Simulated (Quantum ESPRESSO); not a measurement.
## How a calculation on SnO2 (P4_2/mnm, 6 atoms in the cell) responds to its settings

```xyz
6
Lattice="4.7524 0.0000 0.0000 0.0000 4.7524 0.0000 0.0000 0.0000 3.1992" Properties=species:S:1:pos:R:3 pbc="T T T"
Sn     2.3762     2.3762     1.5996
Sn     0.0000     0.0000     0.0000
O      0.9221     3.8303     1.5996
O      3.8303     0.9221     1.5996
O      3.2983     3.2983     0.0000
O      1.4541     1.4541     0.0000
```

Base run A: Quantum ESPRESSO with LDA (PZ), GBRV 1.5 ultrasoft (LDA) pseudopotentials, self-consistent single point.

Its settings: ecutwfc = 40 Ry; ecutrho = 200 Ry; occupations = fixed; potentials = {Sn: sn_lda_v1.4.uspp.F.UPF, O: o_lda_v1.2.uspp.F.UPF}; K_POINTS = automatic 7 7 10 0 0 0; nbnd = 30; conv_thr = 1e-10 Ry; mixing_beta = 0.4.

The starting cell comes from a database of computed structures (which also holds hypothetical and non-ambient phases and stackings), without a prior relaxation at this level. Its lattice was rescaled by a random factor within 2.5 % of one.

```json
[
 {"run": "A", "change": "base", "pressure (GPa)": "-2.31", "largest force (eV/Å)": "0.045", "gap on the mesh (eV)": "1.006", "k-points": "60"},
 {"run": "B", "change": "ecutwfc: 40 Ry → 55 Ry; ecutrho: 200 Ry → 440 Ry; pseudopotentials: {Sn: sn_lda_v1.4.uspp.F.UPF, O: o_lda_v1.2.uspp.F.UPF} → {Sn: Sn_pbe_v1.uspp.F.UPF, O: O.pbe-n-kjpaw_psl.0.1.UPF}; K_POINTS: automatic 7 7 10 0 0 0 → automatic 4 4 6 0 0 0 [PBE]", "pressure (GPa)": "9.01", "largest force (eV/Å)": "0.058", "gap on the mesh (eV)": "1.125", "k-points": "24"},
 {"run": "C", "change": "ecutwfc: 40 Ry → 55 Ry; ecutrho: 200 Ry → 440 Ry; pseudopotentials: {Sn: sn_lda_v1.4.uspp.F.UPF, O: o_lda_v1.2.uspp.F.UPF} → {Sn: Sn_pbe_v1.uspp.F.UPF, O: O.pbe-n-kjpaw_psl.0.1.UPF}; K_POINTS: automatic 7 7 10 0 0 0 → automatic 5 5 7 0 0 0 [PBE]", "pressure (GPa)": "9.03", "largest force (eV/Å)": "0.058", "gap on the mesh (eV)": "1.126", "k-points": "24"},
 {"run": "D", "change": "ecutwfc: 40 Ry → 55 Ry; ecutrho: 200 Ry → 440 Ry; pseudopotentials: {Sn: sn_lda_v1.4.uspp.F.UPF, O: o_lda_v1.2.uspp.F.UPF} → {Sn: Sn_pbe_v1.uspp.F.UPF, O: O.pbe-n-kjpaw_psl.0.1.UPF}; K_POINTS: automatic 7 7 10 0 0 0 → automatic 6 6 8 0 0 0 [PBE]", "pressure (GPa)": "9.03", "largest force (eV/Å)": "0.058", "gap on the mesh (eV)": "1.126", "k-points": "50"}
]
```

Run C against A: The pressure goes from -2.31 to 9.03 GPa, the largest force goes from 0.045 to 0.058 eV/Å and the gap on the mesh goes from 1.006 to 1.126 eV.

Run D against A: The pressure goes from -2.31 to 9.03 GPa, the largest force goes from 0.045 to 0.058 eV/Å and the gap on the mesh goes from 1.006 to 1.126 eV.

Run B against A: The pressure goes from -2.31 to 9.01 GPa, the largest force goes from 0.045 to 0.058 eV/Å and the gap on the mesh goes from 1.006 to 1.125 eV.
